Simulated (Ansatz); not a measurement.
**Effect of As → In on hypothetical P-3m1 Ca3As2**

The parent structure is Ca$_{3}$As$_{2}$ (space group P-3m1, No. 164; a = 4.834 Å, c = 6.684 Å; a hypothetical phase, not in the database extracts checked).

The change: full substitution As → In, then cell and atoms are relaxed.

All numbers come from Ansatz (a program for electronic structure) PBEsol, scalar-relativistic without spin-orbit coupling. Settings: 10×10×7 k-points, 0.05 eV Fermi–Dirac smearing, for the changed cell.

* **Volume per atom**: 31.87 Å³ (base 27.05 Å³)
* **Density**: 3.65 g/cm³ (base 3.32 g/cm³)
* **Lattice parameter a**: 5.287 Å (base 4.834 Å)
* **c/a ratio**: 1.245 (base 1.383)
* **Shortest interatomic distance**: 3.210 Å (base 2.882 Å)
* **Band gap**: zero (base 0.78 eV)

Final structure:

```
Ca3In2
1.0
    5.28718     0.00000     0.00000
   -2.64359     4.57883     0.00000
    0.00000     0.00000     6.58257
In Ca
2 3
Direct
  0.33333   0.66667   0.15089
  0.66667   0.33333   0.84911
  0.00000   0.00000   0.00000
  0.33333   0.66667   0.65518
  0.66667   0.33333   0.34482
```

Stability against distortions was not tested. As relaxed here, Ca3In2 is a hypothetical phase, not in the database extracts checked.
